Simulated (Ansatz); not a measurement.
The parent structure is CuCl in the zinc blende structure (space group F-43m, No. 216; a = 5.424 Å).

(Cell as relaxed with PBE.)

Levels (all Ansatz, a quantum-chemistry and plane-wave program, PAW): PBE (420 eV, no spin-orbit coupling); PBEsol (420 eV, no spin-orbit coupling).

Each level relaxes its own structure.

```json
[
 {"quantity": "volume per atom", "PBE": "19.95 Å³", "PBEsol": "___"},
 {"quantity": "lattice parameter a", "PBE": "5.424 Å", "PBEsol": "___"},
 {"quantity": "band gap", "PBE": "0.53 eV", "PBEsol": "___"},
 {"quantity": "gap character", "PBE": "direct at Γ", "PBEsol": "___"},
 {"quantity": "electron mass", "PBE": "0.22 mₑ", "PBEsol": "___"},
 {"quantity": "hole mass (degenerate bands, along [100])", "PBE": "0.39, 1.6, 1.6 mₑ", "PBEsol": "___"}
]
```

### Question
Predict the PBEsol column.

### Answer

- volume per atom, PBEsol: 18.50 Å³
- lattice parameter a, PBEsol: 5.290 Å
- band gap, PBEsol: 0.55 eV
- gap character, PBEsol: direct at Γ
- electron mass, PBEsol: 0.20 mₑ
- hole mass (degenerate bands, along [100]), PBEsol: 0.34, 1.3, 1.3 mₑ

PBE's volume per atom lies 1.45 Å³ above PBEsol's (7.8 %); PBE's lattice parameter a lies 0.134 Å above PBEsol's (2.5 %); PBE's band gap lies 0.028 eV below PBEsol's; the two agree on the gap character. Neither level is exact; PBEsol is the comparison here, not a measurement.

Effective masses come from finite differences of ±0.01 Å⁻¹. Whether these cells are dynamically stable was not tested. No Hubbard U is applied. All final runs are without spin polarisation.
